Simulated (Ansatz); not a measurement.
NbSi2 (P6₂22, No. 180)

These are LDA in Ansatz (plane waves, PAW) values and carry that method's errors.

Numerical settings: plane-wave cutoff 520 eV, 12×12×8 k mesh (along the axes of the cell as run), Fermi–Dirac smearing 0.05 eV, no spin polarisation, scalar-relativistic PAW data made under PBE.

Cell (relaxed at this level):

```yaml
crystal:
  lattice:
    - [4.74526, 0.00000, 0.00000]
    - [-2.37263, 4.10952, 0.00000]
    - [0.00000, 0.00000, 6.53382]
  atoms:
    - { symbol: Nb, position: [0.50000, 0.00000, 0.50000] }
    - { symbol: Nb, position: [0.50000, 0.50000, 0.83333] }
    - { symbol: Nb, position: [0.00000, 0.50000, 0.16667] }
    - { symbol: Si, position: [0.15963, 0.31925, 0.50000] }
    - { symbol: Si, position: [0.84037, 0.15963, 0.83333] }
    - { symbol: Si, position: [0.68075, 0.84037, 0.16667] }
    - { symbol: Si, position: [0.84037, 0.68075, 0.50000] }
    - { symbol: Si, position: [0.15963, 0.84037, 0.83333] }
    - { symbol: Si, position: [0.31925, 0.15963, 0.16667] }
```

- band gap = zero (no gap)

Spin–orbit coupling is not included.

Computed values are for the static lattice.

Ansatz is a quantum-chemistry and plane-wave program.
